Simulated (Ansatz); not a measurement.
Results of PBEsol in Ansatz (plane waves, PAW) for SrLaAlO4 (I4mm, No. 107, 7 atoms in the cell; start mp-1218184).

Run with plane-wave cutoff 520 eV, 12×12×12 k mesh, Fermi–Dirac smearing 0.01 eV, scalar-relativistic PAW data made under PBE.

Cell (relaxed with PBEsol):

```
AlLaSrO4
1.0
   -1.87655     1.87655     6.20625
    1.87655    -1.87655     6.20625
    1.87655     1.87655    -6.20625
Sr La Al O
1 1 1 4
Direct
  0.64220   0.64220   0.00000
  0.35821   0.35821   0.00000
  0.00505   0.00505   0.00000
  0.83883   0.83883   0.00000
  0.16392   0.16392   0.00000
  0.99590   0.49590   0.50000
  0.49590   0.99590   0.50000
```

Q: Predict the band gap, smallest direct gap on the k points sampled and Γ–Γ gap.

A: 
* **band gap**: 3.01 eV
* **smallest direct gap on the k points sampled**: 3.22 eV
* **Γ–Γ gap**: 3.75 eV

Spin–orbit coupling is not included.

The computed numbers hold no vibrational or temperature effects.

The result took about 50 core-seconds (a rough figure).

A start named mp-… is a Materials Project structure, which need not be a measured phase.

Ansatz is a first-principles code.
